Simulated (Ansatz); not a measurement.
System: AlN (model structure, started from the BN type, Pm-3n, No. 223, 12 atoms in the cell). Method: r²SCAN (plane waves, PAW; Ansatz, an electronic-structure program).

Settings: plane-wave cutoff 560 eV, 8×8×8 k mesh, Fermi–Dirac smearing 0.01 eV, scalar-relativistic PAW data made under PBE.

Cell (relaxed at this level):

```
CELL_PARAMETERS angstrom
      5.32862     0.00000     0.00000
      0.00000     5.32862     0.00000
      0.00000     0.00000     5.32862
ATOMIC_POSITIONS crystal
  Al 0.25000 0.00000 0.50000
  Al 0.50000 0.25000 0.00000
  Al 0.50000 0.75000 0.00000
  Al 0.75000 0.00000 0.50000
  Al 0.00000 0.50000 0.75000
  Al 0.00000 0.50000 0.25000
  N  0.25000 0.50000 0.00000
  N  0.00000 0.25000 0.50000
  N  0.00000 0.75000 0.50000
  N  0.75000 0.50000 0.00000
  N  0.50000 0.00000 0.75000
  N  0.50000 0.00000 0.25000
```

**Question.** What does this level give for the band gap?

**Answer.** 
* **band gap**: 3.01 eV (on the SCF k mesh)

Note: the relaxation could raise the start's symmetry but not lower it, so the cell can be a saddle point.

The computed numbers hold no vibrational or temperature effects.

A model structure was made by putting elements into a prototype or built by hand; it is no filed structure, need not be a known phase, and can be a saddle point held by its symmetry.
